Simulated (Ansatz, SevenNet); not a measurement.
How well does each level of theory give the lattice parameter c of C11b WSi₂?

Reference value: 7.831 Å (measured, temperature not stated, not corrected to a static lattice; as tabulated in Pavlosiuk et al. (2022), arXiv:2202.05362).

```csv
level (code),value (Å),difference (%)
SevenNet-0,7.893,+0.79
LDA (Ansatz),7.772,-0.75
PBE (Ansatz),7.867,+0.46
PBE+SOC (Ansatz),7.865,+0.43
PBE-D3(BJ) (Ansatz),7.798,-0.42
r²SCAN (Ansatz),7.804,-0.34
r²SCAN+SOC (Ansatz),7.801,-0.38
HSE06 (Ansatz),7.800,-0.40
PBE0 (Ansatz),7.794,-0.47
```

The reference's temperature isn't stated, so close values are not ranked against it.

The measured value isn't corrected to a static lattice, so vibrations enter the comparison.  Density-functional levels without +SOC have no spin–orbit coupling. HSE06: exact exchange on metals is sensitive to the k mesh and can open a false gap. PBE0: the run has no spin polarisation, so it can have missed a magnetic state. Cutoffs and k meshes differ between the levels. Ansatz's density-functional and Hartree–Fock values are scalar-relativistic unless marked +SOC, with PAW data made under PBE.

Machine-learned potentials (SevenNet-0) are trained on DFT data: a solid inside that data is no test of them.

Differences are worked out from the printed values.

Ansatz is a quantum-chemistry and plane-wave program.
